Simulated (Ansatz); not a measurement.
Ansatz (an electronic-structure program) runs on several systems. Levels: (1) DFT, r2SCAN, plane waves, its default PAW files; (2) DFT, PBE, plane waves, its default PAW files, spin-polarised; (3) DFT, PBEsol, plane waves, its default PAW files; (4) DFT, PBE, plane waves, its default PAW files; (5) DFT, LDA, plane waves, its default PAW files. Common settings: task = single point, kind of files = paw, scf.occupations.method = fermi_dirac, scf.occupations.width = 0.05 eV, output.forces = true, binding of workers (--pin) = off, k-point pools (--kpoint-pools) = 1, memory maximum (--max-ram) = 8GiB, accuracy = medium (default), basis.precision = auto (default), scf.eigensolver.kind = auto (default), scf.mixing.algorithm = auto (default), scf.mixing.preconditioner = auto (default), scf.lower_state_search = light (default).

One run each, counts alone. The counts of a restarted run leave out the earlier run.

| no. | system | kind | level | kpoints.mp_grid.grid | hamiltonian.xc | magnetization.spin_polarized | cell edges (Å) | k-points after symmetry | bands at the start | electrons | layout | SCF iterations |
|---|---|---|---|---|---|---|---|---|---|---|---|---|
| 1 | GaAsO4 (from the phase in space group 152, mp-3996) (O12Ga3As3), 18 atoms | compound, bulk | (1) | 4×4×2 | r2scan | not set | 5.0×5.0×11.5 | 8 | 96 | 156 | 4 threads | 7 |
| 2 | FeSi (from the phase in space group 198, mp-871) (Si4Fe4), 8 atoms, spin-polarised from a ferromagnetic start (4 μB on Fe), ending non-magnetic | compound, bulk, spin-polarised | (2) | 6×6×6 | pbe | true | 4.4×4.4×4.4 | 24 | 58 | 80 | 4 threads | 17 |
| 3 | Cs2YTlF6 (from the phase in space group 225, mp-1112482) (F6YCs2Tl), 10 atoms | compound, bulk | (3) | 4×4×4 | pbesol | not set | 6.8×6.8×6.8 | 8 | 52 | 84 | 4 threads | 6 |
| 4 | Cs4Cu(SbCl6)2 (from the phase in space group 12, mp-2646918) (Cl12CuSb2Cs4), 19 atoms, spin-polarised from a ferromagnetic start (1 μB on Cu) | compound, bulk, spin-polarised | (4) | 4×4×2 | pbe | true | 7.7×7.7×13.6 | 14 | 104 | 169 | 4 threads | 19 |
| 5 | Na2SO4 (from the phase in space group 70, mp-4770) (O8Na4S2), 14 atoms | compound, bulk | (1) | 6×6×6 | r2scan | not set | 7.8×6.8×5.7 | 46 | 62 | 96 | 4 threads | 7 |
| 6 | Co2Ge, atoms displaced (from the phase in space group 194, mp-1667) (Co4Ge2), 6 atoms, spin-polarised from a ferromagnetic start (3 μB on Co), ending non-magnetic | compound, bulk, spin-polarised | (5) | 6×6×4 | lda | true | 4.0×4.0×5.0 | 76 | 65 | 96 | 4 threads | 21 |

Changes, each made alone in every run:
A. checkpoint.read: not set → first.ck; earlier_run: none (default) → first_atom_moved_ang=0.3 orbitals_saved=false
B. checkpoint.density_extrapolation: not set → none; checkpoint.read: not set → first.ck; earlier_run: none (default) → first_atom_moved_ang=0.03 orbitals_saved=true

Problem. Where does each change help in SCF iterations, and where does it hurt (bar: 25 % and three or more)?

Solution. 
- A helps for 2, 4 and costs for 6; within the bar: 1, 3, 5. Ratios by kind (compound, bulk: 1.0 to 1.1; compound, bulk, spin-polarised: 0.41 to 1.6).
- B helps for 2, 4 and costs for no system; within the bar: 1, 3, 5, 6. Ratios by kind (compound, bulk: 1.0 to 1.2; compound, bulk, spin-polarised: 0.35 to 0.95).

```json
[
 {"no.": "1", "before": "7", "A (ratio)": "8 (1.1)", "B (ratio)": "8 (1.1)"},
 {"no.": "2", "before": "17", "A (ratio)": "7 (0.41)", "B (ratio)": "6 (0.35)"},
 {"no.": "3", "before": "6", "A (ratio)": "6 (1.0)", "B (ratio)": "7 (1.2)"},
 {"no.": "4", "before": "19", "A (ratio)": "13 (0.68)", "B (ratio)": "12 (0.63)"},
 {"no.": "5", "before": "7", "A (ratio)": "7 (1.0)", "B (ratio)": "7 (1.0)"},
 {"no.": "6", "before": "21", "A (ratio)": "34 (1.6)", "B (ratio)": "20 (0.95)"}
]
```

Pairs with a ratio agree in their result (bars such as 1.0 meV/atom in energy, 10 meV/Å in forces (largest component), 0.020 μB/atom in magnetization, 0.020 μB/atom in absolute magnetization).

Keys are those of Ansatz 0.2.
